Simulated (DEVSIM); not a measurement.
System: Al/Si3N4/p-In0.53Ga0.47As capacitor, at 300 K.

Layer 1 from the left is Si3N4, thickness (nm) 16.0. Layer 2 from the left is In0.53Ga0.47As, thickness (nm) 2700, Na (cm⁻³) 4.3e16.

Metal gate on the left, work function 4.1 eV. Fixed charge at the semiconductor interface -3.8e10 cm⁻² (in units of +e); no interface traps.

This is a model device: material constants are rounded textbook-type values typed into the input, and sizes, dopings and lifetimes were drawn at random. Values at 300 K.

Si3N4: gap (eV) 5.1, affinity (eV) 2.1, permittivity 7.5. In0.53Ga0.47As: gap (eV) 0.74, affinity (eV) 4.51, permittivity 13.9, Nc (cm⁻³) 2.1e17, Nv (cm⁻³) 7.7e18.

Estimate by hand the flat-band voltage, the threshold voltage, and compare with a numerical solution.


- Flat-band voltage: C = 0.415 μF/cm², work-function difference -1.016 V; VFB = φms − qNf/C = -1.00 V; numerical -1.00 V.
- Threshold voltage: φF = 0.282 V, depletion charge √(4εqNφF) = 9.79e-8 C/cm²; VT = VFB + 2φF + Qd/C = -0.20 V; numerical -0.20 V.

Simulated with DEVSIM: 1D Poisson equation in equilibrium, Boltzmann statistics, complete ionisation; no quantum confinement or tunnelling. Metal contacts follow the ideal Schottky-Mott rule: no Fermi-level pinning, no interface dipoles.
